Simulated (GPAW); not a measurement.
## Pressure against volume in bcc Nb (space group 229) (GPAW, PBEsol)

```
Nb
1.0
   -1.60209     1.60209     1.60209
    1.60209    -1.60209     1.60209
    1.60209     1.60209    -1.60209
Nb
1
Direct
  0.00000   0.00000   0.00000
```

Method: PBEsol, GPAW PAW datasets PBEsol (made by gpaw-setup) (plane waves; GPAW). Settings: mode = pw; ecut = 585 eV; xc = PBEsol; kpts = 25 25 25; mesh shift (steps) = 0 0 0; occupations.name = fermi-dirac; occupations.width = 0.05 eV; nbands = -7; convergence.density = 1e-05 e/electron; convergence.energy = 1e-05 eV/electron; symmetry.symmorphic = false; symmetry.tolerance = 0.0005; maxiter = 100. The cell above is the first row's. The rows scale it uniformly. In all rows the k mesh is held.

| V (Å^3/atom) | P (GPa) |
|---|---|
| 16.448 | ? |
| 16.806 | 7.18 |
| 17.163 | 3.02 |
| 17.521 | -0.78 |
| 17.879 | -4.25 |
| 18.236 | -7.42 |
| 18.594 | -10.31 |
| 18.951 | -12.95 |
| 19.309 | -15.34 |

Problem. Using a cubic, estimate the missing P at V = 16.448 from the other rows, showing the fit.

Solution. With u = V - 18.1, the rows have u = -1.2940, -0.9370, -0.5790, -0.2210, 0.1360, 0.4940, 0.8510, 1.2090. Least squares gives P = -6.249 - 8.7631·u + 1.1322·u² - 0.0878·u³. Residuals (row less fit): 0.004, -0.008, -0.001, 0.006, 0.000, 0.002, -0.009, 0.004; standard error 0.008 (degrees of freedom: 4). The fitted pressure is zero at V0 = 17.45, where dP/dV = -10.36, so B0 = -V0·dP/dV = 181 GPa. At the withheld row, u = -1.6520, so P = -6.249 - 8.7631 × (-1.6520) + 1.1322 × (-1.6520)² - 0.0878 × (-1.6520)³ = 11.713 GPa. The calculation gives 11.75 GPa, 0.037 GPa above the prediction (0.1 % of the range of P in the table). The row lies outside the fitted rows, so this is an extrapolation. From the scatter of the fitted rows alone, a prediction at this place has a standard error of 0.020 GPa, so the miss is 1.8 times that.

Carrying the step between the two nearest rows on in a straight line would have given 11.35, off by 0.40; series whose last step already gives the withheld value aren't shown. The scan was laid around a cell of about the measured size, scaled by a guess for this functional. Spin polarisation is off. Cutoffs and mesh are single choices, not tested for convergence of this quantity. Series with a scatter that would blur these digits, or in which a gap closes, are not shown.
